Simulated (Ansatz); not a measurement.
```
CELL_PARAMETERS angstrom
      3.15406     0.00000     0.00000
     -1.57703     2.73149     0.00000
      0.00000     0.00000     3.50827
ATOMIC_POSITIONS crystal
  Zr 0.00000 0.00000 0.00000
  B  0.33333 0.66667 0.50000
  B  0.66667 0.33333 0.50000
```

Level of theory: PBEsol, DFPT electron-phonon coupling, linearised Boltzmann equation (plane waves, PAW, scalar-relativistic; Ansatz, an electronic-structure program). How the cell was made: relaxed with this functional, without spin-orbit coupling.

Problem. Estimate the phonon-limited resistivity at 300 K, by direction if it differs.

Solution. 4.4 (x), 4.4 (y), 5.6 (z) μΩ·cm.

A metal at this level (no band gap). Only scattering by harmonic phonons is included (no impurities, grain boundaries, electron-electron scattering or thermal expansion). Spin-orbit coupling is left out. Halving the electron mesh (32x32x24) moves the resistivity by up to 3 % at 300 K. Smearing 0.20 eV; phonons on a 5x5x4 q mesh, which this run doesn't test.
